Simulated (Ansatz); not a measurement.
The reference is BP in the zinc blende structure (space group F-43m, No. 216; a = 4.520 Å). Axes: x, y, z lie along the cube axes.

Perturbation: tensile biaxial strain of 1.79 % in the plane normal to [001], as in epitaxy on a mismatched substrate; the out-of-plane cell vector and the atoms relax.

Levels (all Ansatz, a first-principles code, PAW, earlier PAW set): PBEsol (420 eV, scalar-relativistic without spin-orbit coupling); r2SCAN (500 eV, scalar-relativistic without spin-orbit coupling); HSE06 (420 eV, without spin-orbit coupling); PBEsol+SOC (420 eV, with spin-orbit coupling); HSE06+SOC (420 eV, with spin-orbit coupling).

One geometry, relaxed with PBEsol, under each level:

The valence-band top lists the three highest levels at Γ (Kramers pairs under SOC), from the VBM.

| level | band gap | lowest conduction level above the VBM at special points | valence-band top at Γ | electron mass | hole mass | pressure |
|---|---|---|---|---|---|---|
| PBEsol | 0.77 eV | M 0.90 eV; X 1.19 eV; S 1.59 eV; S₀ 1.59 eV | 0.00, -0.25, -0.25 eV | 1.2 mₑ along k, 0.22 mₑ across (off the special points) | 0.34 mₑ out of plane, 0.24 mₑ in plane (at Γ) | -43.7 kbar |
| r2SCAN | 1.03 eV | M 1.15 eV; X 1.46 eV; S 1.91 eV; S₀ 1.91 eV | – | 1.2 mₑ along k, 0.22 mₑ across (off the special points) | 0.32 mₑ out of plane, 0.23 mₑ in plane (at Γ) | -26.9 kbar |
| HSE06 | 1.58 eV | M 1.72 eV; X 2.02 eV; S 2.47 eV; Γ 4.04 eV | – | – | – | – |
| PBEsol+SOC | 0.77 eV | M 0.90 eV; X 1.19 eV; S 1.59 eV; S₀ 1.59 eV | 0.00, -0.23, -0.26 eV | 1.2 mₑ along k, 0.22 mₑ across (off the special points) | 0.34 mₑ out of plane, 0.24 mₑ in plane (at Γ) | -43.7 kbar |
| HSE06+SOC | 1.58 eV | M 1.72 eV; X 2.02 eV; S 2.47 eV; Γ 4.04 eV | 0.00, -0.25, -0.28 eV | – | – | – |

Single points use the geometry relaxed with PBEsol. Their cutoffs differ, which shifts pressures a little. HSE06 was sampled on its mesh, a few special points and the semilocal edge points, so its gap is an upper bound. The spin-orbit shifts are approximate. Effective masses come from finite differences of ±0.01 Å⁻¹. Along k means along the line from Γ to the band edge. Stability against distortions was not tested. Labels are those of the standard path for the cell's own space group.
